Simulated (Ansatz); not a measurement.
Start from Al in the fcc (Cu type) structure (space group Fm-3m, No. 225; a = 3.994 Å; relaxed with 0.1 eV smearing).

All numbers come from r2SCAN, PAW, 500 eV (Ansatz, an electronic-structure program; scalar-relativistic without spin-orbit coupling).

Strains are applied to the cell and any free atomic positions relax.

One change was made to it. Results:

The energy increases by 15 meV/atom; the pressure goes from zero to -4.8 GPa.

Problem. What was done to the base?
(A) isotropic strain +0.50 %
(B) isotropic strain +2.50 %
(C) isotropic strain +2.00 %
(D) isotropic strain +1.00 %

Solution. C, isotropic strain +2.00 %. For comparison, the energy relative to the base in the other runs: isotropic strain +1.00 % gives +4.0 meV/atom; isotropic strain +0.50 % gives +1.0 meV/atom; isotropic strain +2.50 % gives +24 meV/atom.

Stability against distortions was not tested.
